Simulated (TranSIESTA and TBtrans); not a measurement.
System: In chain with one bond stretched by 1.0 Å. Leads: straight In chain, spacing 2.9 Å. Geometry: as built, not relaxed. Transport runs along z; the first 4 and the last 4 of the 14 atoms are the lead cells, repeated to infinity.

```xyz
14
Lattice="9.000 0.000 0.000 0.000 9.000 0.000 0.000 0.000 41.600" Properties=species:S:1:pos:R:3 pbc="F F T"
In     4.500     4.500     0.000
In     4.500     4.500     2.900
In     4.500     4.500     5.800
In     4.500     4.500     8.700
In     4.500     4.500    11.600
In     4.500     4.500    14.500
In     4.500     4.500    17.400
In     4.500     4.500    21.300
In     4.500     4.500    24.200
In     4.500     4.500    27.100
In     4.500     4.500    30.000
In     4.500     4.500    32.900
In     4.500     4.500    35.800
In     4.500     4.500    38.700
```

Run with TranSIESTA and TBtrans (open boundaries, self-consistent; PseudoDojo norm-conserving potentials, scalar-relativistic): PAO.BasisSize DZP, PAO.EnergyShift 0.15 eV, XC.Authors PBE, Mesh.Cutoff 200 Ry, ElectronicTemperature 300 K, TS.Voltage 0.0 eV, TBT.Elecs.Eta 0.001 eV, no spin polarisation.

Energies count from the leads' Fermi level. Transmissions are for one spin of a degenerate pair. The energy step is 0.01 eV; narrower resonances are cut or missed.

| E (eV) | T |
|---|---|
| -0.20 | 0.692 |
| -0.15 | 0.989 |
| -0.10 | 1.60 |
| -0.05 | 1.89 |
| 0.00 | 1.95 |
| 0.05 | 1.91 |
| 0.10 | 1.82 |
| 0.15 | 1.72 |
| 0.20 | 1.64 |

Question: Give the zero-bias conductance in μS and the resistance at 300 K.

Answer: At the Fermi level T = 1.95. Averaged with −∂f/∂E over the full grid (kT = 25.9 meV) it is 1.90. With G0 = 2e²/h = 77.48 μS, G = 147 μS and R = 1/G = 6.80 kΩ.

Question: The eigenchannels at the Fermi level transmit 0.699, 0.626, 0.626. What Fano factor of the shot noise follows at low temperature and bias?

Answer: F = Σ τ(1 − τ)/Σ τ = 0.679/1.95 = 0.35.

The straight chain is held at its spacing; free chains may zigzag or dimerise. No spin-polarised start was tried, so a magnetic state, if there is one, is missed.
